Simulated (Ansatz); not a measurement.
The starting structures come from a database of crystals and need not be the phases stable at ambient conditions.

 Where the default PAW files enter, the runs use the earlier of Ansatz's two default sets.

**Evanescent states of Mg2H6Os (Fm-3m, not sure to be the ambient phase, 9 atoms a cell, 8.1 Å³ an atom) along the normal of (110)**

Level of theory: r2SCAN (plane waves, PAW; Ansatz, a first-principles code).

No gap correction and no spin-orbit coupling; mid-gap values are interpolated between computed energies.

Energies count from the valence-band top; κ is the least over a 6×6 mesh across the current.

```csv
E (eV),κ (1/Å),where
0.09,0.248,Γ
0.27,0.348,Γ
0.45,0.366,Γ
0.63,0.380,Γ
0.81,0.385,off Γ
0.99,___,off Γ
1.17,0.385,off Γ
1.35,___,off Γ
1.53,___,off Γ
1.71,___,off Γ
1.89,0.380,off Γ
2.07,___,off Γ
2.25,___,off Γ
2.43,___,off Γ
2.61,___,off Γ
2.79,___,Γ
2.97,0.312,Γ
3.15,0.281,Γ
3.33,0.244,Γ
3.51,0.198,Γ
3.69,0.133,Γ
```

Q: Fill in the missing entries.

A: 
- 0.99, κ (1/Å): 0.386
- 1.35, κ (1/Å): 0.384
- 1.53, κ (1/Å): 0.383
- 1.71, κ (1/Å): 0.381
- 2.07, κ (1/Å): 0.377
- 2.25, κ (1/Å): 0.375
- 2.43, κ (1/Å): 0.371
- 2.61, κ (1/Å): 0.365
- 2.79, κ (1/Å): 0.340
